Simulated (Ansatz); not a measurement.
Start from Re in the hcp (Mg type) structure (space group P6_3/mmc, No. 194; a = 2.7519 Å, c = 4.4401 Å; relaxed with 0.1 eV smearing). Axes: x lies along a and z along c of the hexagonal cell.

Computed with Ansatz (an electronic-structure program), PBEsol, PAW, cutoff 420 eV, scalar-relativistic without spin-orbit coupling.

It is then changed as follows: the cell is compressed by 2.00 % along z with no lateral relaxation, atoms relaxed at fixed cell.

Q: Predict the stress tensor and what it implies for the stiffness.

A: Stress of the strained cell less that of the base (GPa, compression positive):
```
    5.2     0.0     0.0
    0.0     5.2     0.0
    0.0     0.0    14.9
```

Then −Δσ_ii/ε with ε = -0.0200 gives secant stiffness values (nonlinear terms included at this strain): C33 ≈ 747 GPa, C13 ≈ 260 GPa and C23 ≈ 260 GPa.

As a check, the harmonic strain energy −½ V₀ Δσ:ε is 14 meV/atom; the computed energy rise is 13 meV/atom.

Whether these cells are dynamically stable was not tested. All final runs are without spin polarisation.
